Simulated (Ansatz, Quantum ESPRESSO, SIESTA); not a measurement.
## One structure in several programs: Sb (R-3m, 2 atoms in the cell)

Self-consistent single point.

```
Sb
1.0
    2.16357     1.24914     3.80613
   -2.16357     1.24914     3.80613
    0.00000    -2.49827     3.80613
Sb
2
Direct
  0.26826   0.26826   0.26826
  0.73174   0.73174   0.73174
```

Shared settings, as Ansatz (a program for electronic structure) writes them: kpoints.mp_grid.grid = 8 8 8; magnetization.spin_orbit = true; scf.occupations.method = fermi_dirac; scf.occupations.width = 0.136 eV. Potentials and cutoffs stand in the table.

```tsv
code	model	pressure (GPa)	largest force (eV/Å)	cutoff
Quantum ESPRESSO	PBE, spin-orbit coupling, PSlibrary fully relativistic ultrasoft (PBE) pseudopotentials	1.97	0.298	30 Ry
Ansatz	PBE with spin-orbit coupling, default PAW files	2.07	0.270	default
SIESTA	GGA PBE with spin-orbit coupling, numerical atomic orbitals DZP, PseudoDojo PBE fully relativistic norm-conserving potentials (rewritten from UPF to PSML)	–	0.633	grid 300 Ry
```

A dash marks a value that a program does not give, or that is left out as unsure.

The spread over the programs that give each value: pressure within 0.10 GPa; largest force within 0.363 eV/Å.

SIESTA uses small atom-centred bases, whose incompleteness enters pressures, forces and empty levels differently from a plane-wave cutoff. Ansatz's pressure is given at a fixed set of plane waves, as the other plane-wave codes print theirs; with its correction for the finite basis it is 2.11 GPa. In the force vectors, SIESTA (by 0.349) lies more than 0.08 eV/Å from the median of the plane-wave programs.

The starting cell comes from a database of computed structures (which also holds hypothetical and non-ambient phases and stackings), without a prior relaxation at this level. Its lattice was rescaled by a random factor within 2.5 % of one.

Left out of this page: Elk (with a known weakness of the program); FLEUR (not drawn, or without a comparable value).

Keys are those of Ansatz 0.2.
